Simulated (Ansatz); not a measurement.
Input and output of a self-consistent single point for TiZn3 (P1, 4 atoms in the cell) (Ansatz, an electronic-structure program).

Method: PBEsol, default PAW files made with PBE (plane waves; Ansatz).

The change in words: lattice scaled by 0.98. Reference geometry:
```yaml
crystal:
  lattice:
    - [3.88083, 0.00000, 0.00000]
    - [0.00000, 3.88083, 0.00000]
    - [0.00000, 0.00000, 3.88083]
  atoms:
    - { symbol: Ti, position: [0.99541, 0.00971, 0.00099] }
    - { symbol: Zn, position: [0.00248, 0.49822, 0.49547] }
    - { symbol: Zn, position: [0.51331, 0.00467, 0.50072] }
    - { symbol: Zn, position: [0.48880, 0.48740, 0.00281] }
```

Reference input (self-consistent single point, DFT, PBEsol, plane waves, default PAW files made with PBE): kpoints.mp_grid.grid = 5 5 5; hamiltonian.xc = pbesol; hamiltonian.pseudopotentials = {kind: paw} (the program's default PAW files); scf.occupations.method = fermi_dirac; scf.occupations.width = 0.136 eV. This run's input differs from it in these lines:

```diff
@@ -2,5 +2,5 @@
   lattice:
-    - [3.880830, 0.000000, 0.000000]
-    - [0.000000, 3.880830, 0.000000]
-    - [0.000000, 0.000000, 3.880830]
+    - [3.803213, 0.000000, 0.000000]
+    - [0.000000, 3.803213, 0.000000]
+    - [0.000000, 0.000000, 3.803213]
   atoms:
```

The program printed (abridged):

```
SCF iter   1: F=—  HF=-12317.473562 eV  |F-HF|=—  |Δ(HF+E_count)|=         —  Δρ=1.20e-2  dr2=1.23e-1  ethr=1.77e-3  ⟨swp⟩=5.2  Hψ=8028  notcnv=0
all-band conjugate gradients solve this SCF's bands
preconditioner: auto → Kerker (q_TF=auto, 2.667 Å⁻¹)
SCF iter   2: F=—  HF=-12317.456671 eV  |F-HF|=—  |Δ(HF+E_count)|=   1.69e-2  Δρ=5.60e-3  dr2=3.59e-2  ethr=2.57e-4  ⟨swp⟩=2.0  Hψ=2549  notcnv=0
SCF iter   3: F=—  HF=-12317.451759 eV  |F-HF|=—  |Δ(HF+E_count)|=   4.91e-3  Δρ=2.48e-3  dr2=2.45e-3  ethr=7.48e-5  ⟨swp⟩=3.0  Hψ=3209  notcnv=0
SCF iter   4: F=—  HF=-12317.450383 eV  |F-HF|=—  |Δ(HF+E_count)|=   1.38e-3  Δρ=7.75e-4  dr2=4.80e-4  ethr=5.10e-6  ⟨swp⟩=2.0  Hψ=2927  notcnv=0
SCF iter   5: F=—  HF=-12317.450249 eV  |F-HF|=—  |Δ(HF+E_count)|=   1.34e-4  Δρ=1.97e-4  dr2=3.83e-5  ethr=1.00e-6  ⟨swp⟩=2.3  Hψ=2911  notcnv=0
SCF iter   6: F=—  HF=-12317.450195 eV  |F-HF|=—  |Δ(HF+E_count)|=   5.40e-5  Δρ=5.48e-5  dr2=1.35e-6  ethr=7.98e-8  ⟨swp⟩=2.0  Hψ=3012  notcnv=0
SCF iter   7: F=-12317.450195 eV  HF=-12317.450195 eV  |F-HF|=6.89e-8  |Δ(HF+E_count)|=   3.07e-7  Δρ=1.25e-5  dr2=5.13e-8  ethr=2.08e-10  ⟨swp⟩=4.5  Hψ=8924  notcnv=0
SCF 1 converged in 7 iterations: F = -12317.450195 eV  dr2 = 5.13e-8
Free energy (F): -12317.450195 eV
Internal energy: -12317.264604 eV  (E = F + TS)
E sigma→0 (E₀):  -12317.357400 eV
Entropy (-TS):   -0.185591 eV (-46.398 meV/atom)
Fermi energy:    13.123947 eV
--- Forces (eV/Å), atoms counted from 1 ---
  atom   1  Ti     0.22324817    -0.63670661    -0.10258187
  atom   2  Zn    -0.04104992     0.28159191     0.14988804
  atom   3  Zn    -0.36700447    -0.16823078     0.03139189
  atom   4  Zn     0.18479966     0.52334622    -0.07869668
--- Stress (GPa, compression-positive) ---
        5.885698       0.186862      -0.058361
        0.186862       5.561936       0.053784
       -0.058361       0.053784       5.898234
  P = ⅓ Tr σ = 5.7820 GPa (57.820 kbar)
  The stress holds the Pulay correction. Without it, at fixed plane waves, as pw.x and ABINIT print it: P = 5.7004 GPa
```

The run converged in 7 iterations. Against the reference run the free energy goes up by 10.2 meV/atom, the pressure goes from -1.58 to 5.78 GPa and the largest force goes from 0.564 to 0.682 eV/Å.

The starting cell comes from a database of computed structures (which also holds hypothetical and non-ambient phases and stackings), without a prior relaxation at this level. Its atoms were displaced at random from the sites of space group no. 221. For this run, on top of that: lattice scaled by 0.98. Spin polarisation is off. With a pressure of about 6 GPa the cell is away from its equilibrium volume at this level. Ansatz's pressure includes its estimate of the finite-basis (Pulay) stress.

Keys are those of Ansatz 0.2.
